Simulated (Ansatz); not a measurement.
An Ansatz (a first-principles code) run: La5Si3 with a change (pressure 0.3 GPa); Ansatz, PBEsol, PAW, cutoff 420 eV, without spin-orbit coupling.

Input:

Ansatz 0.2 input:
```yaml
crystal:
  lattice:
    - [8.8768072654, 0, 0]
    - [-4.4384036327, 7.6875405963, 0]
    - [0, 0, 6.6820682565]
  atoms:
    - { symbol: La, position: [0.3333333333, 0.6666666667, 0] }
    - { symbol: La, position: [0.6666666667, 0.3333333333, 0] }
    - { symbol: La, position: [0.6666666667, 0.3333333333, 0.5] }
    - { symbol: La, position: [0.3333333333, 0.6666666667, 0.5] }
    - { symbol: La, position: [0.7442470202, 0, 0.75] }
    - { symbol: La, position: [0.2557529798, 0, 0.25] }
    - { symbol: La, position: [0.7442470202, 0.7442470202, 0.25] }
    - { symbol: La, position: [0.2557529798, 0.2557529798, 0.75] }
    - { symbol: La, position: [0, 0.7442470202, 0.75] }
    - { symbol: La, position: [0, 0.2557529798, 0.25] }
    - { symbol: Si, position: [0.3896003954, 0, 0.75] }
    - { symbol: Si, position: [0.6103996046, 0, 0.25] }
    - { symbol: Si, position: [0.3896003954, 0.3896003954, 0.25] }
    - { symbol: Si, position: [0.6103996046, 0.6103996046, 0.75] }
    - { symbol: Si, position: [0, 0.3896003954, 0.75] }
    - { symbol: Si, position: [0, 0.6103996046, 0.25] }
basis: { ecutwfc: 420, ecutrho_ratio: 4, xc_grid: 2, fft_grid_basis: typed }
kpoints: { mp_grid: { grid: [5, 5, 6] } }
hamiltonian:
  xc: pbesol
  dispersion: none
  pseudopotentials: { kind: paw }
scf: { occupations: { method: fermi_dirac, width: 0.05 } }
relax: { f_tol: 0.01, max_steps: 60, cell: { stress_tol: 0.02, p_target: 0.3 } }
output: { forces: true, stress: true }
checkpoint: { write: state.ck, write_every: 1000 }
```

Output (explanatory and most iteration lines left out):

```
Relaxation: its limit of steps is 60 (relax.max_steps)
Pseudopotential: La, paw, valence charge 11
Pseudopotential: Si, paw, valence charge 4
Crystal: 16 atoms, lattice volume = 455.990 Å³
Basis set: ecut = 420 eV, 8933 PW (Γ), exchange–correlation on 120×120×90 points (8 copies of the dense FFT grid, shifted against one another)
Bands: 83, of which v1, the nominal top of the filled ones, is band 67 counted from 1 (66 counted from 0)
Symmetry: 24 space group operations
Space group: P63/mcm (ITA 193), of the structure as read, at distance tolerance 7.7e-5 Å
k-points: 20 of 150
Functional: x = pbesol(κ = 0.804, μ = 0.12345679012345678), c = pbesol(β = 0.046)
SCF iter   1: F=—  HF=-65350.673418 eV  |F-HF|=—  |Δ(HF+E_count)|=         —  Δρ=4.87e-3  dr2=7.14e-1  ethr=1.77e-3  ⟨swp⟩=7.2  Hψ=8508  notcnv=0
SCF iter   2: F=—  HF=-65350.612893 eV  |F-HF|=—  |Δ(HF+E_count)|=   6.05e-2  Δρ=2.18e-3  dr2=6.53e-2  ethr=5.33e-4  ⟨swp⟩=4.3  Hψ=2427  notcnv=0  defer=1
SCF 1 converged in 7 iterations: F = -65350.607863 eV  dr2 = 3.62e-8
relax step   1: F+E_penalty+E_count = -65350.60786284 eV  Δ(F+E_penalty+E_count) = +0.000e0 eV  max|allowed force component| = 2.407e-5 eV/Å  Δτ_max = 0.0000 Å  P = +0.001 GPa  Ω = 455.990 Å³  (7 SCF iters, dr2 threshold 1.00e-7 eV, accepted)
[... steps on the carried basis left out ...]
relax step   5: F+E_penalty+E_count = -65350.60550808 eV  Δ(F+E_penalty+E_count) = +1.405e-4 eV  max|allowed force component| = 2.917e-3 eV/Å  Δτ_max = 0.0000 Å  P = +0.295 GPa  Ω = 453.415 Å³  stress off target by 1.26e-2 GPa  SCF on the basis re-selected at this cell (its energy is not comparable with the rows above)  (4 SCF iters)
SCF converged after 4 iterations
Free energy (F): -65350.605508 eV
Internal energy: -65350.418305 eV  (E = F + TS)
E sigma→0 (E₀):  -65350.511906 eV
Entropy (-TS):   -0.187204 eV (-11.700 meV/atom)
Fermi energy:    10.580347 eV
--- Forces (eV/Å), atoms counted from 1 ---
  atom   1  La     0.00000000     0.00000000     0.00000000
  atom   2  La    -0.00000000    -0.00000000    -0.00000000
  atom   3  La     0.00000000    -0.00000000     0.00000000
  atom   4  La     0.00000000     0.00000000    -0.00000000
  atom   5  La    -0.00291749     0.00000000     0.00000000
  atom   6  La     0.00291749     0.00000000     0.00000000
  atom   7  La    -0.00145874    -0.00252662     0.00000000
  atom   8  La     0.00145874     0.00252662     0.00000000
  atom   9  La     0.00145874    -0.00252662     0.00000000
  atom  10  La    -0.00145874     0.00252662     0.00000000
  atom  11  Si     0.00047751     0.00000000     0.00000000
  atom  12  Si    -0.00047751     0.00000000     0.00000000
  atom  13  Si     0.00023876     0.00041354     0.00000000
  atom  14  Si    -0.00023876    -0.00041354     0.00000000
  atom  15  Si    -0.00023876     0.00041354     0.00000000
  atom  16  Si     0.00023876    -0.00041354     0.00000000
--- Stress (GPa, compression-positive) ---
        0.298123      -0.000000       0.000000
       -0.000000       0.298123       0.000000
        0.000000       0.000000       0.287432
  P = ⅓ Tr σ = 0.2946 GPa (2.946 kbar)
--- Relaxed structure (4 steps of the walk, 4 accepted, 1 SCFs on fresh bases) ---
  cell:  # Å, volume = 453.4152 Å³
    - [8.865863656684857, 0.0, 0.0]
    - [-4.432931828342428, 7.678063153178282, 0.0]
    - [0.0, 0.0, 6.660752626911178]
  atoms:
    - { symbol: La, position: [0.33333333333333337, 0.6666666666666669, 2.336187596368049e-36] }
    - { symbol: La, position: [0.6666666666666667, 0.33333333333333337, -3.668471285863082e-36] }
    - { symbol: La, position: [0.6666666666666667, 0.33333333333333337, 0.5] }
    - { symbol: La, position: [0.33333333333333337, 0.6666666666666669, 0.5] }
    - { symbol: La, position: [0.7443960002790223, -1.0577526312559092e-20, 0.75] }
    - { symbol: La, position: [0.2556039997209775, -1.0577526312559092e-20, 0.25] }
    - { symbol: La, position: [0.7443960002790224, 0.7443960002790225, 0.25] }
    - { symbol: La, position: [0.2556039997209776, 0.25560399972097764, 0.75] }
    - { symbol: La, position: [1.1102230246251565e-16, 0.7443960002790225, 0.75] }
    - { symbol: La, position: [5.551115123125783e-17, 0.25560399972097764, 0.25] }
    - { symbol: Si, position: [0.3895981611205345, -1.0577526312559092e-20, 0.75] }
    - { symbol: Si, position: [0.6104018388794654, -1.0577526312559092e-20, 0.25] }
    - { symbol: Si, position: [0.3895981611205346, 0.3895981611205346, 0.25] }
    - { symbol: Si, position: [0.6104018388794654, 0.6104018388794655, 0.75] }
    - { symbol: Si, position: [2.7755575615628914e-17, 0.3895981611205346, 0.75] }
    - { symbol: Si, position: [5.551115123125783e-17, 0.6104018388794655, 0.25] }
```

Load acts through the strain it causes; cell and atoms are relaxed under it. Stability against distortions was not tested. The final runs are not spin-polarised. The cell was made from La5Si3 (space group P6_3/mcm, No. 193; a cell from a computed database, its experimental status unchecked) by this change: pressure 0.3 GPa.
